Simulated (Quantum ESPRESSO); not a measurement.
## Quick settings and what they miss: IrRh3 (I4/mmm, 4 atoms in the cell)

Self-consistent single point.

```yaml
crystal:
  lattice:
    - [-1.91746, 1.91746, 3.84087]
    - [1.91746, -1.91746, 3.84087]
    - [1.91746, 1.91746, -3.84087]
  atoms:
    - { symbol: Ir, position: [0.00000, 0.00000, 0.00000] }
    - { symbol: Rh, position: [0.75000, 0.25000, 0.50000] }
    - { symbol: Rh, position: [0.25000, 0.75000, 0.50000] }
    - { symbol: Rh, position: [0.50000, 0.50000, 0.00000] }
```

Computed with PBEsol, GBRV 1.5 ultrasoft (PBESOL) pseudopotentials (plane waves; Quantum ESPRESSO).

Base settings: ecutwfc = 40 Ry; ecutrho = 320 Ry; occupations = smearing; smearing = cold; degauss = 0.0073499 Ry; potentials = {Ir: ir_pbesol_v1.2.uspp.F.UPF, Rh: rh_pbesol_v1.4.uspp.F.UPF}; K_POINTS = automatic 13 13 13 0 0 0; conv_thr = 1e-10 Ry; mixing_beta = 0.7.

Tight run (finer mesh or higher cutoff; not a proven limit): ecutwfc: 40 Ry → 56 Ry; ecutrho: 320 Ry → 448 Ry; conv_thr: 1e-10 Ry → 7.3e-11 Ry; K_POINTS: automatic 13 13 13 0 0 0 → automatic 18 18 18 0 0 0. It gave Fermi level (on the code's own zero) 21.55 eV; pressure -10.35 GPa.

Quick runs, as changes from the base:
- A: the base itself
- B: ecutwfc: 40 Ry → 32 Ry; ecutrho: 320 Ry → 256 Ry; smearing: cold → fd; degauss: 0.0073499 Ry → 0.036749 Ry; K_POINTS: automatic 13 13 13 0 0 0 → automatic 6 6 6 0 0 0
- C: ecutwfc: 40 Ry → 28 Ry; ecutrho: 320 Ry → 224 Ry; degauss: 0.0073499 Ry → 0.019992 Ry; pseudopotentials: {Ir: ir_pbesol_v1.2.uspp.F.UPF, Rh: rh_pbesol_v1.4.uspp.F.UPF} → {Ir: ir_lda_v1.2.uspp.F.UPF, Rh: rh_lda_v1.4.uspp.F.UPF}; K_POINTS: automatic 13 13 13 0 0 0 → automatic 8 8 8 0 0 0 [LDA (PZ)]
- D: ecutwfc: 40 Ry → 32 Ry; ecutrho: 320 Ry → 256 Ry; smearing: cold → fd; degauss: 0.0073499 Ry → 0.0147 Ry; conv_thr: 1e-10 Ry → 7.3e-06 Ry; K_POINTS: automatic 13 13 13 0 0 0 → automatic 2 2 2 1 1 1
- E: ecutwfc: 40 Ry → 24 Ry; ecutrho: 320 Ry → 192 Ry; smearing: cold → fd; degauss: 0.0073499 Ry → 0.0099958 Ry; conv_thr: 1e-10 Ry → 7.3e-05 Ry; K_POINTS: automatic 13 13 13 0 0 0 → automatic 1 1 1 1 1 1
- F: ecutwfc: 40 Ry → 20 Ry; ecutrho: 320 Ry → 160 Ry; smearing: cold → mp; degauss: 0.0073499 Ry → 0.019992 Ry; pseudopotentials: {Ir: ir_pbesol_v1.2.uspp.F.UPF, Rh: rh_pbesol_v1.4.uspp.F.UPF} → {Ir: ir_lda_v1.2.uspp.F.UPF, Rh: rh_lda_v1.4.uspp.F.UPF}; K_POINTS: automatic 13 13 13 0 0 0 → automatic 4 4 4 0 0 0 [LDA (PZ)]

Energies are extrapolated to zero smearing width, which holds to low order in the width alone (under cold and Methfessel-Paxton smearing the free energy itself is taken).

Dashes: energy of C, F, another energy zero; pressure of D, E, not trusted under this conv_thr with d or f elements; time of D, E, F, under 30 s.

† marks runs with another functional, U, potentials or spin treatment: their distance from the tight run is not a convergence error alone.

The count of work is k-points × plane waves × bands × iterations; it is no time. Core times come from one kind of shared machine and are given to one figure; runs under 30 s give none.

The starting cell comes from a database of computed structures (which also holds hypothetical and non-ambient phases and stackings), without a prior relaxation at this level. Its lattice was rescaled by a random factor within 2.5 % of one. Spin polarisation is off. In the base run, with a pressure of about -12 GPa the cell is away from its equilibrium volume at this level.

| run | energy less tight (meV/atom) | pressure less tight (GPa) | count of work / tight | core time / tight (rough) |
|---|---|---|---|---|
| A | 14.6 | -1.57 | 0.25 | 0.2 |
| B | 362.5 | -25.37 | 0.026 | 0.03 |
| C† | – | -113.49 | 0.047 | 0.06 |
| D | 339.1 | – | 0.0018 | – |
| E | 7677.7 | – | 0.00056 | – |
| F† | – | -688.24 | 0.0047 | – |

Among the runs at the tight run's level, the energy misses run from 14.6 to 7677.7 meV/atom.
